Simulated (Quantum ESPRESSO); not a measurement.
Quantum ESPRESSO is run on ZrC (Fm-3m, 2 atoms in the cell), and the run fails. The aim is a zone-centre phonon calculation with DFT, PBE, plane waves, GBRV 1.5 ultrasoft (PBE) pseudopotentials.

The self-consistent step had converged with these keywords: prefix = zrc; ecutwfc = 40 Ry; ecutrho = 320 Ry; occupations = smearing; smearing = fermi-dirac; degauss = 0.0036749 Ry; potentials = {Zr: zr_pbe_v1.uspp.F.UPF, C: c_pbe_v1.2.uspp.F.UPF}; K_POINTS = automatic 8 8 8 0 0 0; conv_thr = 1e-10 Ry. The next shown step is ph.x.

Input:

```fortran
phonons at the zone centre
&INPUTPH
    prefix = 'zrc',
    outdir = './tmp',
    tr2_ph = 1.0d-14,
    fildyn = 'dyn.G',
    niter_ph = 3,
/
0.0 0.0 0.0
```

Output (repeated stretches shortened):

```
     Representation #   1 modes #   1   2   3

     Self-consistent Calculation

      iter #   1   av.it.:   5.2
      thresh= 1.000E-02 alpha_mix =  0.700 |ddv_scf|^2 =  2.224E-07

      iter #   2   av.it.:  11.9
      thresh= 4.716E-05 alpha_mix =  0.700 |ddv_scf|^2 =  9.422E-09

      iter #   3   av.it.:  12.0
      thresh= 9.707E-06 alpha_mix =  0.700 |ddv_scf|^2 =  6.052E-11
     End of self-consistent calculation

     No convergence has been achieved
   JOB DONE.
STOP 1
```

### Question
What is wrong, and how is it fixed?

### Answer
The fault is an iteration limit that is too low. The loop is cut before its threshold is met, so whatever is printed at the end is not self-consistent. To fix it, raise the limit, or leave it to the default. The run ended unconverged in one of its stages.

On the sound input: the starting cell comes from a database of computed structures (which also holds hypothetical and non-ambient phases and stackings), without a prior relaxation at this level. Its lattice was rescaled by a random factor within 2.5 % of one. With a pressure of about 4 GPa the cell is away from its equilibrium volume at this level.
